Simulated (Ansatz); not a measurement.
## BP: uniaxial strain ε_zz = +2.50 %

Base system: BP in the zinc blende structure (space group F-43m, No. 216; a = 4.491 Å). Axes: x, y, z lie along the cube axes.

Modification: the cell is stretched by 2.50 % along z with no lateral relaxation; the atoms relax in the strained cell.

Level of theory: Ansatz (a program for electronic structure), LDA, PAW, cutoff 420 eV, scalar-relativistic without spin-orbit coupling. Γ-centred 13×13×13 mesh, Fermi–Dirac width 0.05 eV.

The space group changes from F-43m (No. 216) to I-4m2 (No. 119) and the shortest interatomic distance increases by 0.0163 Å, from 1.944 Å to 1.961 Å. The energy grows by 7.8 meV/atom and the band gap decreases by 0.14 eV (1.14 eV → 1.00 eV). The gap character amounts to indirect, Γ → Γ–X (78 % along) and the smallest direct gap decreases by 0.165 eV (3.43 eV → 3.26 eV). The electron mass goes from 1.3 mₑ along k, 0.22 mₑ across (off the special points) to 1.2 mₑ along k, 0.22 mₑ across (off the special points) and the valence-band top at Γ (three highest levels, from the VBM) goes from 0.00, 0.00, 0.00 eV to 0.00, 0.00, -0.25 eV. The valley order (the lowest conduction-band minima on the path, energy above the VBM, named in the base's zone) changes from a point along ⟨100⟩, about 1.2 Å⁻¹ from Γ 1.14 eV to a point along [010], about 1.1 Å⁻¹ from Γ 1.00 eV; a point along [001], about 1.2 Å⁻¹ from Γ 1.30 eV and the stress (xx, yy, zz, yz, xz, xy; compression positive) amounts to (-1.87, -1.87, -8.73, 0.00, 0.00, 0.00) GPa.

Final structure:

```xyz
2
Lattice="0.0000 2.2453 2.3014 2.2453 0.0000 2.3014 2.2453 2.2453 0.0000" Properties=species:S:1:pos:R:3 pbc="T T T"
B      0.0000     0.0000     0.0000
P      1.1226     1.1226     1.1507
```

Effective masses come from finite differences of ±0.01 Å⁻¹. Along k means along the line from Γ to the band edge. No phonon test of stability was made. Labels are those of the standard path for the cell's own space group.
